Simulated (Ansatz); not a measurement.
Base system: CsPbCl₃ in the cubic perovskite structure (space group Pm-3m, No. 221; a = 5.619 Å). Axes: x, y, z lie along the cube axes.

Calculations: PBEsol, PAW, 420 eV (Ansatz, a first-principles code; no SOC).

Strains are applied to the cell and any free atomic positions relax.

One change was made to it. Results:

| quantity | base | after |
|---|---|---|
| band gap | 1.83 eV | 1.82 eV |
| pressure (mean of the normal stresses, compression positive) | 0.00 GPa | -0.41 GPa |
| energy relative to the base (free energy F) | 0 meV/atom | +2.0 meV/atom |
| electron mass | – | 0.11 mₑ along z, 0.83 mₑ across (at R) |

Problem. Which of these changes matches the shifts?
A. uniaxial strain ε_zz = +2.40 %
B. uniaxial strain ε_zz = +0.60 %
C. uniaxial strain ε_zz = +3.00 %
D. uniaxial strain ε_zz = +1.80 %

Solution. D, uniaxial strain ε_zz = +1.80 %. For comparison, the energy relative to the base in the other runs: uniaxial strain ε_zz = +0.60 % gives +0.2 meV/atom; uniaxial strain ε_zz = +2.40 % gives +3.4 meV/atom; uniaxial strain ε_zz = +3.00 % gives +5.2 meV/atom.

With Pb present, leaving out spin-orbit coupling can change the band edges. Effective masses come from finite differences of ±0.01 Å⁻¹. No phonon test of stability was made. Many cubic perovskites are stable only at high temperature; tilts and polar distortions were not tested. This is not the structure that CsPbCl3 has at room temperature and ambient pressure.
